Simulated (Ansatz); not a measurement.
An Ansatz (a quantum-chemistry and plane-wave program) input (PBEsol (Ansatz; PAW; 420 eV plane waves; without spin-orbit coupling), earlier PAW set):

Ansatz 0.2 input:
```yaml
crystal:
  lattice:
    - [0, 2.6519304357, 2.6519304357]
    - [2.6519304357, 0, 2.6519304357]
    - [2.6519304357, 2.6519304357, 0]
  atoms:
    - { symbol: As, position: [0, 0, 0] }
    - { symbol: Ga, position: [0.5, 0.5, 0.5] }
basis: { ecutwfc: 420, ecutrho_ratio: 4, xc_grid: 2, fft_grid_basis: typed }
kpoints: { mp_grid: { grid: [15, 15, 15] } }
hamiltonian:
  xc: pbesol
  dispersion: none
  pseudopotentials: { azcp: { folder: ./paw }, kind: paw }
scf: { occupations: { method: fermi_dirac, width: 0.05 }, convergence: { dr2_threshold: 0.0000000002 } }
output: { forces: true, stress: true }
```

Problem. Which symmetry and how many k-points will the program report, and about how many plane waves at Γ?

Solution. Space group Fm-3m (ITA 225) with 48 operations, k-points 120 of 3375, and 725 plane waves at Γ.

Whether these cells are dynamically stable was not tested. The final runs are not spin-polarised. The cell is GaAs in the rock salt structure (space group Fm-3m, No. 225; a hypothetical phase, not in the database extracts checked).
